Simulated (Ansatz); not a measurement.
The reference is GaP in the zinc blende structure (space group F-43m, No. 216; a = 5.4514 Å). Axes: x, y, z lie along the cube axes.

Calculations: DFT with r2SCAN, PAW potentials and a 500 eV plane-wave cutoff in Ansatz (a first-principles code), without spin-orbit coupling.

Before the change:

The shortest interatomic distance is 2.361 Å and the valence-band top at Γ is 0.00, 0.00, 0.00 eV. The smallest direct gap comes out as 2.36 eV.

The change: a pure shear with ε_xy = ε_yx = 0.0064; the atoms relax in the strained cell.

Q: Predict the new shortest interatomic distance, valence-band top at Γ and smallest direct gap.

A: The shortest interatomic distance shrinks by 0.005 Å to 2.356 Å; the valence-band top at Γ (three highest levels, from the VBM) becomes 0.00, -0.05, -0.10 eV (base: 0.00, 0.00, 0.00 eV); the smallest direct gap falls by 0.06 eV to 2.30 eV.

Whether these cells are dynamically stable was not tested.
